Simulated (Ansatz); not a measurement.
The parent structure is CdSe in the zinc blende structure (space group F-43m, No. 216; a = 6.133 Å). Axes: x, y, z lie along the cube axes.

Method: r2SCAN in Ansatz (plane waves to 500 eV, PAW, scalar-relativistic without spin-orbit coupling), earlier PAW set.

Base values:

- Valence-band top at Γ: 0.00, 0.00, 0.00 eV

Perturbation: tensile biaxial strain of 3.82 % in the plane normal to [110], as in epitaxy on a mismatched substrate; the out-of-plane cell vector and the atoms relax.

Q: What happens to the valence-band top at Γ?

A: The valence-band top at Γ (three highest levels, from the VBM) goes from 0.00, 0.00, 0.00 eV to 0.00, -0.32, -0.32 eV.

Q: What happens to the energy relative to the base?

A: The energy rises by 20 meV/atom.

Q: Predict the new out-of-plane strain.

A: The out-of-plane strain is -3.43 %.

A biaxial case was relaxed in a doubled cell and then solved in the primitive one. The levels and masses belong to the bands next to the band gap. Whether these cells are dynamically stable was not tested.

Ansatz is a program for electronic structure.
